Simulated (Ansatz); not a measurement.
Defect migration in zinc-blende BN: interstitial O, neutral cell. Calculation: PBE, PAW (plane waves to 420 eV; Ansatz, a quantum-chemistry and plane-wave program).

64-site cell at the relaxed PBE lattice, a 2×2×2 k-point mesh shifted by half a step, smearing 0.01 eV, spin-restricted, no finite-size correction. Static, classical nuclei. The charge state is imposed; whether it is stable for some Fermi level was not computed. Sites that were not tried may lie lower. The start lies 0.12 eV above the lowest site run (PBE).

Barriers: single points on a 3×3×3 k-point mesh shifted by half a step at the bands' geometries.

Relaxed starting cell (atoms counted from 1):

```xyz
65
Lattice="7.2497 0.0000 0.0000 0.0000 7.2497 0.0000 0.0000 0.0000 7.2497" Properties=species:S:1:pos:R:3 pbc="T T T"
B     -0.2296    -0.2282     0.2177
B     -0.0055    -0.0027     3.6195
B     -0.0055     3.6198    -0.0077
B      0.0064     3.6234     3.6158
B      3.6179     0.0031    -0.0137
B      3.6505     0.0019     3.5904
B      3.6504     3.6487    -0.0124
B      3.6304     3.6314     3.6078
N      0.9033     0.9019     2.7005
N      1.1278     1.1957     6.0438
N      0.9042     4.4927     2.7466
N      0.9032     4.5388     6.3374
N      4.5301     0.9022     2.7112
N      4.5322     0.9119     6.3273
N      4.5284     4.5254     2.7138
N      4.5300     4.5279     6.3370
B     -0.0024     1.7878     1.7912
B     -0.0006     1.8871     5.3521
B     -0.0294     5.3473     1.8920
B     -0.0025     5.4481     5.4514
B      3.6295     1.8061     1.7902
B      3.6646     1.8364     5.4028
B      3.6131     5.4310     1.8082
B      3.6296     5.4489     5.4330
N      0.9122     2.7110     0.8685
N      0.9221     2.7590     4.4803
N      0.8416     6.1782     1.0611
N      0.9122     6.3708     4.5283
N      4.5326     2.7141     0.8937
N      4.5521     2.7303     4.5089
N      4.5078     6.3296     0.9097
N      4.5327     6.3455     4.5250
B      1.7850    -0.0275     1.8088
B      1.9104     0.0579     5.3043
B      1.8131     3.6187     1.8001
B      1.8309     3.6637     5.4129
B      5.3936    -0.0157     1.8423
B      5.4286    -0.0040     5.4422
B      5.4297     3.6034     1.8077
B      5.4436     3.6304     5.4309
N      2.7274     0.9196     0.8776
N      2.7919     0.9289     4.4432
N      2.7190     4.5283     0.8975
N      2.7272     4.5491     4.5160
N      6.2655     0.8759     0.9529
N      6.3492     0.9066     4.5271
N      6.3212     4.4937     0.9166
N      6.3497     4.5327     4.5328
B      1.9102     1.9349    -0.0684
B      1.8310     1.8263     3.5756
B      1.7850     5.4304     0.0171
B      1.8131     5.4392     3.6205
B      5.4286     1.7971    -0.0066
B      5.4437     1.8083     3.6088
B      5.3934     5.3968     0.0053
B      5.4298     5.4315     3.6358
N      2.7271     2.7232     2.6901
N      2.7917     2.7960     6.3103
N      2.7190     6.3418     2.7109
N      2.7278     6.3614     6.3195
N      6.3497     2.7064     2.7065
N      6.3492     2.7122     6.3326
N      6.3212     6.3226     2.7455
N      6.2650     6.2860     6.3634
O      0.8717     0.2798    -0.2928
```

End state 1 differs by these moves (Å; atoms that move under 0.08 Å are left out):

```json
[
 {"atom": "10", "element": "N", "Δx": "0.07", "Δy": "0.00", "Δz": "0.07"},
 {"atom": "27", "element": "N", "Δx": "0.04", "Δy": "0.11", "Δz": "-0.09"},
 {"atom": "64", "element": "N", "Δx": "-0.09", "Δy": "-0.11", "Δz": "0.04"},
 {"atom": "65", "element": "O", "Δx": "-0.59", "Δy": "0.00", "Δz": "-0.59"}
]
```

Task: Predict the forward and backward barriers to end state 1 from PBE, PAW.

Result: forward 0.083 eV, backward 0.083 eV; at the saddle point atom 65 has neighbours B at 1.33, B at 1.74; N at 1.31, 2 N at 2.07 Å. The program found a first-order saddle point.
